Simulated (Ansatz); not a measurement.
Consider SrSnSe$_{3}$ in the cubic perovskite structure (space group Pm-3m, No. 221; a = 5.240 Å; a hypothetical phase, not in the database extracts checked). Axes: x, y, z lie along the cube axes.

Modification: uniaxial strain ε_zz = +5.96 %, all other strain components held at zero; the atoms relax in the strained cell.

Levels (all Ansatz, a program for electronic structure, PAW): PBEsol (420 eV, no SOC); r2SCAN (500 eV, no SOC).

The geometry is relaxed with PBEsol.

| Property | Result |
|---|---|
| PBEsol pressure | -2.3 GPa |

Task: How does going to r2SCAN change the pressure?

Result: The pressure rises by 0.7 GPa, from -2.3 GPa to -1.6 GPa.

Single points use the geometry relaxed with PBEsol. Their cutoffs differ, which shifts pressures a little. No phonon test of stability was made. The final runs are not spin-polarised. Many cubic perovskites are stable only at high temperature; tilts and polar distortions were not tested.
